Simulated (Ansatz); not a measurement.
Nb5Si3: response to strain

Base system: Nb5Si3 (space group I4/mcm, No. 140; a = 6.549 Å, c = 11.806 Å). Axes: x, y, z lie along a, b, c of the conventional cell.

Strains are applied to the cell and any free atomic positions relax; under biaxial strain the out-of-plane vector relaxes too; under stress the whole cell relaxes.

Method: Ansatz (a program for electronic structure) PBEsol, no SOC.

Notes on the quantities. pressure: mean of the normal stresses, compression positive; energy relative to the base: free energy F.

```csv
variant,pressure,space group,energy relative to the base,shortest interatomic distance
base,0.0 GPa,I4/mcm (No. 140),0 meV/atom,239.6 pm
"biaxial strain −4.76 %, plane normal [001], relaxed out of plane",14.8 GPa,I4/mcm (No. 140),+101 meV/atom,229.5 pm
isotropic strain +0.56 %,-3.3 GPa,I4/mcm (No. 140),+2.8 meV/atom,240.9 pm
uniaxial strain ε_yy = −2.17 %,4.9 GPa,Ibam (No. 72),+9.8 meV/atom,237.2 pm
"uniaxial stress, 2 GPa tension along x",–,Ibam (No. 72),+0.6 meV/atom,240.1 pm
```

Without a gap, meshes like the base's 8×8×8 leave anisotropic stresses uncertain by several tenths of a GPa, and small strain energies with them. Beyond what the load breaks, stability against distortions was not tested. All final runs are without spin polarisation.
